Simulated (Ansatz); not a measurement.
Here is the system:

End structure of the (113) surface of germanium, 1 pair of surface atoms bonded, one H, on a one-bond Ge at depth 0.4 Å (bottom of the slab: built like the top, H on every dangling bond, free):

```yaml
crystal:
  lattice:
    - [8.14587, 0.00000, 0.00000]
    - [2.03647, 6.75420, 0.00000]
    - [0.00000, 0.00000, 29.50000]
  atoms:
    - { symbol: Ge, position: [0.08961, 0.01281, 0.33051] }
    - { symbol: Ge, position: [0.40262, 0.00642, 0.32977] }
    - { symbol: Ge, position: [0.40175, 0.35496, 0.34081] }
    - { symbol: Ge, position: [0.91927, 0.36250, 0.34157] }
    - { symbol: Ge, position: [0.13497, 0.47050, 0.38553] }
    - { symbol: Ge, position: [0.63764, 0.44217, 0.38215] }
    - { symbol: Ge, position: [0.53959, 0.80998, 0.39705] }
    - { symbol: Ge, position: [0.04884, 0.82912, 0.39937] }
    - { symbol: Ge, position: [0.27524, 0.90910, 0.44456] }
    - { symbol: Ge, position: [0.76895, 0.91006, 0.44081] }
    - { symbol: Ge, position: [0.68127, 0.27234, 0.45700] }
    - { symbol: Ge, position: [0.18198, 0.27537, 0.45733] }
    - { symbol: Ge, position: [0.40909, 0.36364, 0.50141] }
    - { symbol: Ge, position: [0.90909, 0.36364, 0.50141] }
    - { symbol: Ge, position: [0.81818, 0.72727, 0.51613] }
    - { symbol: Ge, position: [0.31818, 0.72727, 0.51613] }
    - { symbol: Ge, position: [0.54531, 0.81929, 0.55980] }
    - { symbol: Ge, position: [0.04581, 0.81593, 0.56053] }
    - { symbol: Ge, position: [0.95099, 0.18232, 0.57441] }
    - { symbol: Ge, position: [0.45548, 0.18094, 0.57632] }
    - { symbol: Ge, position: [0.68331, 0.26942, 0.62217] }
    - { symbol: Ge, position: [0.18394, 0.24488, 0.62122] }
    - { symbol: Ge, position: [0.08853, 0.61848, 0.63311] }
    - { symbol: Ge, position: [0.58964, 0.64203, 0.63405] }
    - { symbol: Ge, position: [0.81557, 0.74342, 0.67650] }
    - { symbol: Ge, position: [0.29074, 0.78952, 0.66381] }
    - { symbol: Ge, position: [0.14721, 0.10868, 0.70081] }
    - { symbol: Ge, position: [0.82313, 0.08822, 0.69174] }
    - { symbol: H, position: [0.04564, 0.92183, 0.28573] }
    - { symbol: H, position: [0.48578, 0.91920, 0.28401] }
    - { symbol: H, position: [0.37596, 0.46435, 0.29427] }
    - { symbol: H, position: [0.89075, 0.47343, 0.29523] }
    - { symbol: H, position: [0.84822, 0.61458, 0.72058] }
```

Set-up: 33 atoms, 13.2 Å thick at the start with caps and adatoms (thin: gaps and levels are the slab's own); mesh 4x4x1; 0.025 eV smearing; dipole correction on; 4 atoms held, the rest relaxed; no symmetry held; spin-polarised, no spin-orbit, no U. The slab shows no gap over 0.04 eV on its mesh. The starting moment vanished. It is one candidate, not shown to be the stable structure of the face.

### Question
Predict the work function of the top face from Ansatz (a first-principles code) with PBE.

### Answer
4.54 eV
